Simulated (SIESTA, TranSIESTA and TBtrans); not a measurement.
Run with TranSIESTA and TBtrans (open boundaries, self-consistent; PseudoDojo norm-conserving potentials, scalar-relativistic): Spin polarized, PAO.BasisSize DZP, PAO.EnergyShift 0.15 eV, XC.Authors PBE, Mesh.Cutoff 200 Ry, ElectronicTemperature 300 K, TS.Voltage 0.0 eV, TBT.Elecs.Eta 0.001 eV.

Device: Ru chain with a Ru atom beside one bond. Leads: straight Ru chain, spacing 2.25 Å. Geometry: 3 atoms about the centre moved by SIESTA (PBE, DZP) to a largest force of 0.04 eV/Å, all others as built.

Predict: conductance at 300 K (G0 = 2e²/h); mean T from −0.5 to 0.5 eV; spin polarisation of the conductance, (up − down)/(up + down).

conductance at 300 K (G0 = 2e²/h): 2.98; mean T from −0.5 to 0.5 eV: 3.08; spin polarisation of the conductance, (up − down)/(up + down): -0.09. The magnetic order of the leads was set by the start, and no other order was tried; the separate lead runs end at 1.33 (left) and 1.33 (right) μB an atom. The straight chain is held at its spacing; free chains may zigzag or dimerise.
